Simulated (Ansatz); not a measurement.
Where the default PAW files enter, the runs use the earlier of Ansatz's two default sets.

Tunnelling through a barrier is set by its complex band structure: the current falls as exp(−2κd) with the smallest κ.

Here is the system:

```
HfO2
1.0
    3.55802     0.00000     0.00000
    0.00000     3.55802     0.00000
    0.00000     0.00000     5.17186
Hf O
2 4
Direct
  0.50000   0.50000   0.50000
  0.00000   0.00000   0.00000
  0.00000   0.50000   0.69721
  0.00000   0.50000   0.19721
  0.50000   0.00000   0.80279
  0.50000   0.00000   0.30279
```

Space group of this cell: P4_2/nmc. The cell is taken as given; by r2SCAN its mean pressure is 4.2 GPa.

Transport runs along the normal of the first two printed cell vectors, the (001) plane of the conventional cell.

The gap is the functional's own, uncorrected, and κ follows it; spin-orbit coupling is left out. Mid-gap means the computed energy nearest the middle.

**Question.** Estimate the band gap and the smallest decay constant κ at mid-gap that r2SCAN (Ansatz, a quantum-chemistry and plane-wave program) returns for this system.

**Answer.** Gap 5.31 eV on a 8×8×6 mesh; κ = 0.378 1/Å, at the zone centre.
